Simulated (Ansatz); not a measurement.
Input:

```yaml
crystal:
  lattice:
    - [2.73369, -2.74479, 0.00000]
    - [2.73369, 2.74479, 0.00000]
    - [0.00000, 0.00000, 7.46864]
  atoms:
    - { symbol: W, position: [0.55893, 0.44107, 0.75000] }
    - { symbol: W, position: [0.44107, 0.55893, 0.25000] }
    - { symbol: O, position: [0.50000, 0.50000, 0.50000] }
    - { symbol: O, position: [0.50000, 0.50000, 0.00000] }
    - { symbol: O, position: [0.47914, 0.01673, 0.25000] }
    - { symbol: O, position: [0.52086, 0.98327, 0.75000] }
    - { symbol: O, position: [0.01673, 0.47914, 0.75000] }
    - { symbol: O, position: [0.98327, 0.52086, 0.25000] }
```

A single point on WO3 with a change (pressure −1 GPa), its geometry relaxed with PBEsol.

All numbers come from plane-wave PAW DFT at the PBEsol level (Ansatz, an electronic-structure program, 420 eV), spin-orbit coupling included. Γ-centred 9×9×5 mesh, Fermi–Dirac width 0.05 eV.

Predict the pressure.

-1.29 GPa.

What gap character does the calculation give?

Indirect, Y → Γ.

Predict the smallest direct gap.

1.44 eV.

Predict the band gap.

1.25 eV.

Single points use the geometry relaxed with PBEsol. Load acts through the strain it causes; cell and atoms are relaxed under it. Stability against distortions was not tested. The cell was made from WO₃ (space group Cmcm, No. 63; a cell from a computed database, its experimental status unchecked) by this change: pressure −1 GPa.
